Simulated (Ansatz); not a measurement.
An Ansatz (a quantum-chemistry and plane-wave program) run: CsPbBr3; PBEsol, PAW, 420 eV (Ansatz; spin-orbit coupling left out).

Input:

Ansatz 0.2 input:
```yaml
crystal:
  lattice:
    - [5.8720744891, 0, 0]
    - [0, 5.8720744891, 0]
    - [0, 0, 5.8720744891]
  atoms:
    - { symbol: Cs, position: [0, 0, 0] }
    - { symbol: Pb, position: [0.5, 0.5, 0.5] }
    - { symbol: Br, position: [0, 0.5, 0.5] }
    - { symbol: Br, position: [0.5, 0.5, 0] }
    - { symbol: Br, position: [0.5, 0, 0.5] }
basis: { ecutwfc: 420, ecutrho_ratio: 4, xc_grid: 2, fft_grid_basis: typed }
kpoints: { mp_grid: { grid: [6, 6, 6] } }
hamiltonian:
  xc: pbesol
  dispersion: none
  pseudopotentials: { kind: paw }
scf: { occupations: { method: fermi_dirac, width: 0.05 }, convergence: { dr2_threshold: 0.0000000005 } }
output: { forces: true, stress: true }
```

Output:

```
WARN ansatz: RAYON_NUM_THREADS=2 ignored (pool sized by the plan → 2); use --threads N
Pseudopotentials: kind: paw
Pseudopotential: Cs, paw, valence charge 9
Pseudopotential: Pb, paw, valence charge 14
Pseudopotential: Br, paw, valence charge 7
Functional definition: PBEsol
Crystal: 5 atoms, lattice volume = 202.477 Å³
Basis set: ecut = 420 eV, 3911 PW (Γ), exchange–correlation on 80×80×80 points (8 copies of the dense FFT grid, shifted against one another)
Bands: 27, of which v1, the nominal top of the filled ones, is band 22 counted from 1 (21 counted from 0)
Symmetry: 48 space group operations
Space group: Pm-3m (ITA 221), of the structure as read, at distance tolerance 5.9e-5 Å
k-points: 20 of 216
PAW frozen core: Cs, regenerated for the run's functional, and the local potential with it
PAW frozen core: Pb, regenerated for the run's functional, and the local potential with it
PAW frozen core: Br, regenerated for the run's functional, and the local potential with it
Initial density: superposition of atomic densities (neutral atoms: chi_scale 0, normalization atom), corrected by the library's trained network
Initial wavefunctions: pseudopotential atomic-orbital guess
Eigensolver: davidson
Functional: x = pbesol(κ = 0.804, μ = 0.12345679012345678), c = pbesol(β = 0.046)
SCF iter   1: F=—  HF=-25556.476632 eV  |F-HF|=—  |Δ(HF+E_count)|=         —  Δρ=1.48e-3  dr2=6.84e-3  ethr=1.77e-3  ⟨swp⟩=7.8  Hψ=2920  notcnv=0
all-band conjugate gradients solve this SCF's bands
preconditioner: auto → Resta (q_TF=auto, 2.115 Å⁻¹)
SCF iter   2: F=—  HF=-25556.475396 eV  |F-HF|=—  |Δ(HF+E_count)|=   1.24e-3  Δρ=7.72e-4  dr2=1.38e-3  ethr=1.56e-5  ⟨swp⟩=2.2  Hψ=1099  notcnv=0  defer=1
SCF iter   3: F=—  HF=-25556.475507 eV  |F-HF|=—  |Δ(HF+E_count)|=   1.12e-4  Δρ=2.21e-4  dr2=1.04e-4  ethr=3.14e-6  ⟨swp⟩=2.6  Hψ=975  notcnv=0  defer=1
SCF iter   4: F=—  HF=-25556.475529 eV  |F-HF|=—  |Δ(HF+E_count)|=   2.16e-5  Δρ=7.57e-5  dr2=1.10e-5  ethr=2.36e-7  ⟨swp⟩=2.4  Hψ=908  notcnv=0  defer=1
SCF iter   5: F=—  HF=-25556.475573 eV  |F-HF|=—  |Δ(HF+E_count)|=   4.39e-5  Δρ=1.16e-5  dr2=3.16e-7  ethr=2.50e-8  ⟨swp⟩=2.1  Hψ=946  notcnv=0  defer=1
SCF iter   6: F=—  HF=-25556.475575 eV  |F-HF|=—  |Δ(HF+E_count)|=   2.32e-6  Δρ=2.21e-6  dr2=1.29e-8  ethr=7.19e-10  ⟨swp⟩=2.0  Hψ=948  notcnv=0  defer=1
SCF iter   7: F=-25556.475575 eV  HF=-25556.475575 eV  |F-HF|=1.27e-10  |Δ(HF+E_count)|=   1.99e-8  Δρ=3.49e-7  dr2=3.56e-10  ethr=1.14e-12  ⟨swp⟩=4.0  Hψ=2850  notcnv=0
SCF 1 converged in 7 iterations: F = -25556.475575 eV  dr2 = 3.56e-10
SCF converged after 7 iterations
Free energy (F): -25556.475575 eV
Harris-Foulkes:  -25556.475575 eV  (|F-HF|=1.27e-10)
Internal energy: -25556.475575 eV  (E = F + TS)
E sigma→0 (E₀):  -25556.475575 eV
Entropy (-TS):   -0.000000 eV (-0.000 meV/atom)
Fermi energy:    4.389991 eV
--- Per-component energies (eV) ---
  E_band       = -244.990744
  E_kinetic    = 829.497140
  E_local      = -2663.793469  (includes V_loc(G=0)·N_el)
  E_nonlocal   = 595.049564
  E_hartree    = 976.362509
  E_xc         = -1177.055354
  E_vxc        = -571.042177  (∫ρ·V_xc dr)
  E_paw        = -21845.076345  (= ΣΔE_a)
  E_vpaw       = -387.427540  (= ΣTr[D̂ρ^β])
  E_aug_tail   = 0.000047  (compensation charges beyond the density's cutoff)
  E_ewald      = -2271.942756
  E_core_change = 0.483088  (= ΣΔE_core)
  E_smearing   = -0.000000  (= −TS)
  E_closure    = -0.000000  (closes the sum)
  Σ components = -25556.475575   (vs F -25556.475575, Δ=0.00e0)
  [band-id]    e_kinetic+e_local+e_nonlocal+2·e_hartree+e_vxc+e_vpaw+e_augmentation_tail = -244.991417   (vs E_band -244.990744, Δ=-6.73e-4)
--- Forces (eV/Å), atoms counted from 1 ---
  atom   1  Cs    -0.00000000     0.00000000     0.00000000
  atom   2  Pb     0.00000000     0.00000000     0.00000000
  atom   3  Br     0.00000000    -0.00000000    -0.00000000
  atom   4  Br     0.00000000    -0.00000000     0.00000000
  atom   5  Br     0.00000000     0.00000000    -0.00000000
  max |Σ_I F_I| component: 1.14e-28 eV/Å
--- Stress (GPa, compression-positive) ---
        0.000471       0.000000       0.000000
        0.000000       0.000471      -0.000000
        0.000000       0.000000       0.000471
  P = ⅓ Tr σ = 0.0005 GPa (0.005 kbar)
  The stress holds the Pulay correction. Without it, at fixed plane waves, as pw.x and ABINIT print it: P = -0.0099 GPa
  The stress includes an estimate of the error left by incomplete SCF convergence (largest component 0.0001 GPa).
--- Band table ---
  band table: none
```

With Pb present, leaving out spin-orbit coupling can change the band edges. No phonon test of stability was made. The cell is CsPbBr3 in the cubic perovskite structure (space group Pm-3m, No. 221). Many cubic perovskites are stable only at high temperature; tilts and polar distortions were not tested. This is not the structure that CsPbBr3 has at room temperature and ambient pressure.
